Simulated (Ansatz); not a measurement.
Defect: interstitial Cu in silicon strained by -1.5 % along x and y, z held, charge state +1. All values below come from PBE, PAW (plane waves to 420 eV; Ansatz, a quantum-chemistry and plane-wave program).

Settings: 64 host sites, the strained lattice (strain from the relaxed PBE one, atoms relaxed), a 2×2×2 k-point mesh shifted by half a step, smearing 0.01 eV, spin-restricted, no image-charge correction. No zero-point or tunnelling terms. The charge state is imposed; whether it is stable for some Fermi level was not computed. Sites that were not tried may lie lower.

Barriers: single points on a 3×3×3 k-point mesh shifted by half a step at the bands' geometries.

Relaxed starting cell (atoms counted from 1):

```yaml
crystal:
  lattice:
    - [10.77590, 0.00000, 0.00000]
    - [0.00000, 10.77590, 0.00000]
    - [0.00000, 0.00000, 10.94000]
  atoms:
    - { symbol: Si, position: [0.00089, 0.99775, 0.24875] }
    - { symbol: Si, position: [0.00097, 0.99947, 0.74873] }
    - { symbol: Si, position: [0.00103, 0.50065, 0.24867] }
    - { symbol: Si, position: [0.00093, 0.49892, 0.74875] }
    - { symbol: Si, position: [0.50096, 0.99957, 0.24871] }
    - { symbol: Si, position: [0.50091, 0.99885, 0.74872] }
    - { symbol: Si, position: [0.50092, 0.49882, 0.24873] }
    - { symbol: Si, position: [0.50103, 0.49953, 0.74864] }
    - { symbol: Si, position: [0.13015, 0.37841, 0.11934] }
    - { symbol: Si, position: [0.12665, 0.37491, 0.62387] }
    - { symbol: Si, position: [0.12665, 0.87428, 0.12308] }
    - { symbol: Si, position: [0.12528, 0.87333, 0.62449] }
    - { symbol: Si, position: [0.62600, 0.37493, 0.12307] }
    - { symbol: Si, position: [0.62514, 0.37351, 0.62443] }
    - { symbol: Si, position: [0.62510, 0.87335, 0.12436] }
    - { symbol: Si, position: [0.62575, 0.87400, 0.62392] }
    - { symbol: Si, position: [0.00090, 0.24923, 0.99711] }
    - { symbol: Si, position: [0.00101, 0.24913, 0.50038] }
    - { symbol: Si, position: [0.00096, 0.74918, 0.99917] }
    - { symbol: Si, position: [0.00093, 0.74922, 0.49830] }
    - { symbol: Si, position: [0.50096, 0.24917, 0.99917] }
    - { symbol: Si, position: [0.50092, 0.24921, 0.49830] }
    - { symbol: Si, position: [0.50092, 0.74921, 0.99838] }
    - { symbol: Si, position: [0.50102, 0.74912, 0.49906] }
    - { symbol: Si, position: [0.13007, 0.12006, 0.37804] }
    - { symbol: Si, position: [0.12663, 0.12351, 0.87365] }
    - { symbol: Si, position: [0.12667, 0.62415, 0.37442] }
    - { symbol: Si, position: [0.12527, 0.62511, 0.87291] }
    - { symbol: Si, position: [0.62599, 0.12347, 0.37442] }
    - { symbol: Si, position: [0.62504, 0.12486, 0.87291] }
    - { symbol: Si, position: [0.62517, 0.62497, 0.37303] }
    - { symbol: Si, position: [0.62575, 0.62438, 0.87353] }
    - { symbol: Si, position: [0.25131, 0.99883, 0.99830] }
    - { symbol: Si, position: [0.25464, 0.99550, 0.50217] }
    - { symbol: Si, position: [0.25468, 0.50282, 0.99506] }
    - { symbol: Si, position: [0.25131, 0.49962, 0.49923] }
    - { symbol: Si, position: [0.74732, 0.99546, 0.99506] }
    - { symbol: Si, position: [0.75051, 0.99882, 0.49923] }
    - { symbol: Si, position: [0.75052, 0.49962, 0.99829] }
    - { symbol: Si, position: [0.74746, 0.50267, 0.50207] }
    - { symbol: Si, position: [0.37585, 0.37497, 0.37444] }
    - { symbol: Si, position: [0.37695, 0.37346, 0.87284] }
    - { symbol: Si, position: [0.37688, 0.87326, 0.37301] }
    - { symbol: Si, position: [0.37608, 0.87406, 0.87357] }
    - { symbol: Si, position: [0.87202, 0.37811, 0.37785] }
    - { symbol: Si, position: [0.87520, 0.37495, 0.87366] }
    - { symbol: Si, position: [0.87516, 0.87429, 0.37444] }
    - { symbol: Si, position: [0.87668, 0.87319, 0.87284] }
    - { symbol: Si, position: [0.25240, 0.24924, 0.24876] }
    - { symbol: Si, position: [0.25067, 0.24917, 0.74873] }
    - { symbol: Si, position: [0.25057, 0.74918, 0.24871] }
    - { symbol: Si, position: [0.25129, 0.74923, 0.74871] }
    - { symbol: Si, position: [0.74948, 0.24911, 0.24866] }
    - { symbol: Si, position: [0.75122, 0.24921, 0.74875] }
    - { symbol: Si, position: [0.75131, 0.74921, 0.24873] }
    - { symbol: Si, position: [0.75061, 0.74910, 0.74864] }
    - { symbol: Si, position: [0.37586, 0.12348, 0.12308] }
    - { symbol: Si, position: [0.37681, 0.12485, 0.62449] }
    - { symbol: Si, position: [0.37678, 0.62503, 0.12437] }
    - { symbol: Si, position: [0.37613, 0.62438, 0.62392] }
    - { symbol: Si, position: [0.87173, 0.11998, 0.11935] }
    - { symbol: Si, position: [0.87523, 0.12349, 0.62386] }
    - { symbol: Si, position: [0.87521, 0.62413, 0.12307] }
    - { symbol: Si, position: [0.87663, 0.62500, 0.62443] }
    - { symbol: Cu, position: [0.00120, 0.24893, 0.24826] }
```
Cell charge +1.

End state 1 differs by these moves (Å; atoms that move under 0.08 Å are left out):

```json
[
 {"atom": "65", "element": "Cu", "Δx": "1.35", "Δy": "-1.35", "Δz": "-1.36"}
]
```

Problem. What is the computed forward and backward barriers to end state 1 (PBE, PAW)?

Solution. forward 0.17 eV, backward 0.17 eV; at the saddle point atom 65 has neighbours 4 Si at 2.35, 2 Si at 2.36 Å. The saddle point's order was not checked, and it lies on a symmetry element of the cell, where a band can be held.
